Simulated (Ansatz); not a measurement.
Ge (model structure, started from the beta-W type, Pm-3n, No. 223, 8 atoms in the cell) was calculated with r²SCAN (plane waves, PAW; Ansatz, a first-principles code).

Numerical settings: plane-wave cutoff 560 eV, 10×10×10 k mesh, Fermi–Dirac smearing 0.05 eV, scalar-relativistic PAW data made under PBE.

Cell (relaxed at this level):

```
Ge
1.0
    5.36384     0.00000     0.00000
    0.00000     5.36384     0.00000
    0.00000     0.00000     5.36384
Ge
8
Cartesian
  1.34096   0.00000   2.68192
  4.02288   0.00000   2.68192
  0.00000   2.68192   1.34096
  0.00000   2.68192   4.02288
  2.68192   1.34096   0.00000
  2.68192   4.02288   0.00000
  0.00000   0.00000   0.00000
  2.68192   2.68192   2.68192
```

### Question
Estimate the bulk modulus B0 that the calculation returns.

### Answer

bulk modulus B0: 66.0 GPa

The run finds no gap.

Note: the bulk modulus is −V dP/dV from two relaxed cells at ±2 % in volume; the relaxation could raise the start's symmetry but not lower it, so the cell can be a saddle point.

The computed numbers hold no vibrational or temperature effects.

Cost on a shared machine: roughly 6 core-minutes.

A model structure was made by putting elements into a prototype or built by hand; it is no filed structure, need not be a known phase, and can be a saddle point held by its symmetry.
